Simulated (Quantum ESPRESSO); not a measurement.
Worked example: self-consistent single point of TiCo (Pm-3m, 2 atoms in the cell) in Quantum ESPRESSO.

Computed with LDA (PZ), GBRV 1.5 ultrasoft (LDA) pseudopotentials (plane waves; Quantum ESPRESSO).

```xyz
2
Lattice="2.9551 0.0000 0.0000 0.0000 2.9551 0.0000 0.0000 0.0000 2.9551" Properties=species:S:1:pos:R:3 pbc="T T T"
Ti     0.0000     0.0000     0.0000
Co     1.4775     1.4775     1.4775
```
Moments meant for the start (each program seeds them in its own way; μB, in the order of the atoms Ti Co): 1.0 3.0.

Reference input (self-consistent single point, DFT, PBE, plane waves, SSSP 1.1.2 efficiency (PBE) pseudopotentials): ecutwfc = 50 Ry; ecutrho = 400 Ry; occupations = smearing; smearing = gaussian; degauss = 0.0073499 Ry; nspin = 2; potentials = {Ti: ti_pbe_v1.4.uspp.F.UPF, Co: Co_pbe_v1.2.uspp.F.UPF}; K_POINTS = automatic 8 8 8 0 0 0; conv_thr = 1e-10 Ry; mixing_beta = 0.2. This run's input differs from it in these lines:

```diff
@@ -27,4 +27,4 @@
 ATOMIC_SPECIES
-Ti    47.8670  ti_pbe_v1.4.uspp.F.UPF
-Co    58.9332  Co_pbe_v1.2.uspp.F.UPF
+Ti    47.8670  ti_lda_v1.4.uspp.F.UPF
+Co    58.9332  co_lda_v1.2.uspp.F.UPF
 CELL_PARAMETERS angstrom
```

Log, with long lists cut:

```
     Self-consistent Calculation

     iteration #  1     ecut=    50.00 Ry     beta= 0.20

---- Real-time Memory Report at c_bands before calling an iterative solver
           122 MiB given to the printing process from OS
            47 MiB allocation reported by mallinfo(arena+hblkhd)
------------------

     negative rho (up, down):  1.921E-04 1.850E-04

     total energy              =    -408.83668147 Ry
     estimated scf accuracy    <      42.01245756 Ry

     total magnetization       =     0.66 Bohr mag/cell
     absolute magnetization    =     0.67 Bohr mag/cell

     iteration #  2     ecut=    50.00 Ry     beta= 0.20

   [... lines left out ...]

     total magnetization       =    -0.00 Bohr mag/cell
     absolute magnetization    =     0.00 Bohr mag/cell

     iteration # 42     ecut=    50.00 Ry     beta= 0.20

---- Real-time Memory Report at c_bands before calling an iterative solver
           156 MiB given to the printing process from OS
            61 MiB allocation reported by mallinfo(arena+hblkhd)
------------------

     negative rho (up, down):  2.646E-04 2.646E-04

     Magnetic moment per site  (integrated on atomic sphere of radius R)
     atom   1 (R=0.357)  charge=  9.9918  magn= -0.0000
     atom   2 (R=0.357)  charge= 15.8674  magn=  0.0000
     End of self-consistent calculation

     the Fermi energy is    16.7865 ev

!    total energy              =    -417.64399501 Ry
     estimated scf accuracy    <          4.3E-11 Ry
     smearing contrib. (-TS)   =      -0.00063828 Ry
     internal energy E=F+TS    =    -417.64335673 Ry

     total magnetization       =    -0.00 Bohr mag/cell
     absolute magnetization    =     0.00 Bohr mag/cell

     convergence has been achieved in  42 iterations

     negative rho (up, down):  2.646E-04 2.646E-04

     Forces acting on atoms (cartesian axes, Ry/au):

     atom    1 type  1   force =     0.00000000    0.00000000    0.00000000
     atom    2 type  2   force =     0.00000000    0.00000000    0.00000000

     Total force =     0.000000     Total SCF correction =     0.000000

     negative rho (up, down):  2.646E-04 2.646E-04
          total   stress  (Ry/bohr**3)                   (kbar)     P=     -107.47
  -0.00073057   0.00000000   0.00000000         -107.47        0.00        0.00
   0.00000000  -0.00073057   0.00000000            0.00     -107.47        0.00
   0.00000000   0.00000000  -0.00073057            0.00        0.00     -107.47

   JOB DONE.
```

The run converged in 42 iterations. Against the reference run the pressure goes from 5.28 to -10.75 GPa and the size of the net moment goes from 0.43 to 0.00 μB/atom.

The starting cell comes from a database of computed structures (which also holds hypothetical and non-ambient phases and stackings), without a prior relaxation at this level. Its lattice was rescaled by a random factor within 2.5 % of one. The starting moments vanished: the run ended non-magnetic, which need not be the lowest state. With a pressure of about -11 GPa the cell is away from its equilibrium volume at this level.

Cost on one core of a shared machine: roughly 2 min.
